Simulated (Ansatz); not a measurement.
System: TaO2 (model structure, started from the CdCl2 type, R-3m, No. 166, 3 atoms in the cell). Method: LDA (Ansatz, a program for electronic structure, PAW).

Run with plane-wave cutoff 520 eV, 22×22×22 k mesh, Fermi–Dirac smearing 0.05 eV, scalar-relativistic PAW data made under PBE.

Cell (relaxed at this level):

```
TaO2
1.0
    1.50399     0.86833     4.52017
   -1.50399     0.86833     4.52017
    0.00000    -1.73666     4.52017
Ta O
1 2
Direct
  0.00000   0.00000   0.00000
  0.25282   0.25282   0.25282
  0.74718   0.74718   0.74718
```

Q: Give the computed bulk modulus.

A: 
- bulk modulus: 41.5 GPa

The run finds no gap.

Note: the bulk modulus is −V dP/dV from two relaxed cells at ±2 % in volume; the relaxation could raise the start's symmetry but not lower it, so the cell can be a saddle point.

Spin–orbit coupling is not included; it can open a gap where bands touch, and shift volumes and moduli.

Computed values are for the static lattice.

A model structure was made by putting elements into a prototype or built by hand; it is no filed structure, need not be a known phase, and can be a saddle point held by its symmetry.
